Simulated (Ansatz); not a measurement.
Levels about the gap of amorphous Ga24O38Sn (63 atoms in a cell of 788 Å³, 5.06 g/cm³; zone centre alone, so wide bands show as single levels with stretches between that a denser mesh fills), at the geometry that PBE relaxed, where it gives -0.9 GPa on a denser mesh. The participation number counts the atoms over which a state spreads; weights are charges in smoothed Voronoi cells. The levels come from a single point, so bond lengths are those of that geometry. Method of the levels: PBE, scalar-relativistic without spin-orbit coupling (Ansatz, an electronic-structure program). Sampling: the zone centre alone; Fermi-Dirac width 0.02 eV; no spin polarisation. At PBE the levels at the filled edge of the gap are localised (band-tail or defect states), and the nearest spread-out levels lie 1.9 eV apart at the zone centre.

The cell was made by melting and quenching with the CHGNet potential and then relaxed with DFT. O atoms were pushed apart under 1.9 Å during the dynamics, to hinder bonds among them. The hot cell started wider than the set density and was brought back towards it in steps. It is the lowest in DFT energy of 2 quenches. It is a model cell: composition and starting density were chosen by hand, and all elements were melted together. No dispersion term was used. Its density started from a set value of 5.06 and ended at 5.06 g/cm³. Cooling (nominally 330 K/ps over its main leg) ran many orders faster than in experiment, which tends to leave more defects and strain. A cell of this size samples the disorder only roughly. The volume was held where the preparation left it, at a PBE pressure of -0.9 GPa (tension). Stress components on the final sampling reach 2.6 GPa. Cycles of charging lowered its energy after that relaxation.

```
E - E(highest filled), eV  filling  participation number        largest on  weight O  weight Ga  weight Sn
-------------------------  -------  --------------------  ----------------  --------  ---------  ---------
-0.46                       filled                  14.5   O, 2 neighbours      0.94       0.06       0.00
-0.35                       filled                   9.1   O, 3 neighbours      0.95       0.05       0.00
-0.34                       filled                  11.1   O, 3 neighbours      0.95       0.05       0.00
-0.16                       filled                  10.7   O, 3 neighbours      0.95       0.05       0.00
-0.12                       filled                   7.0   O, 3 neighbours      0.95       0.05       0.00
-0.09                       filled                  10.0   O, 2 neighbours      0.95       0.05       0.00
0.00                        filled                   4.5   O, 2 neighbours      0.95       0.05       0.00
1.40                         empty                  58.9  Sn, 6 neighbours      0.53       0.44       0.03
3.88                         empty                  19.9  Sn, 6 neighbours      0.59       0.25       0.16
4.09                         empty                  32.6  Ga, 4 neighbours      0.56       0.43       0.01
4.23                         empty                  42.0  Ga, 5 neighbours      0.57       0.42       0.01
4.40                         empty                  34.6  Ga, 5 neighbours      0.58       0.42       0.00
4.53                         empty                  37.9  Sn, 6 neighbours      0.56       0.37       0.07
4.64                         empty                  36.4  Ga, 5 neighbours      0.58       0.42       0.00
```

Most localised among these is the filled level at +0.00 eV, on a O atom, which has 2 neighbours (Ga 1.78 Å, Ga 1.83 Å).
